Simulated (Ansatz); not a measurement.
Given:

```yaml
crystal:
  lattice:
    - [0.00000, 2.22298, 2.22298]
    - [2.22298, 0.00000, 2.22298]
    - [2.22298, 2.22298, 0.00000]
  atoms:
    - { symbol: Hf, position: [0.00000, 0.00000, 0.00000] }
    - { symbol: N, position: [0.50000, 0.50000, 0.50000] }
```

No spin polarisation.

Method: LDA (Ansatz, a program for electronic structure, PAW, no SOC). k-mesh 22×22×22 (Γ-centred); smearing 0.1 eV (Fermi–Dirac).

Estimate the pressure.

4.7 GPa.

What is the computed space group?

Fm-3m (No. 225).

What band gap does the calculation give?

Zero.

The cells carry an imposed strain or load. No phonon test of stability was made. All final runs are without spin polarisation. The cell was made from HfN in the rock salt structure (space group Fm-3m, No. 225) by this change: isotropic strain −0.50 %.
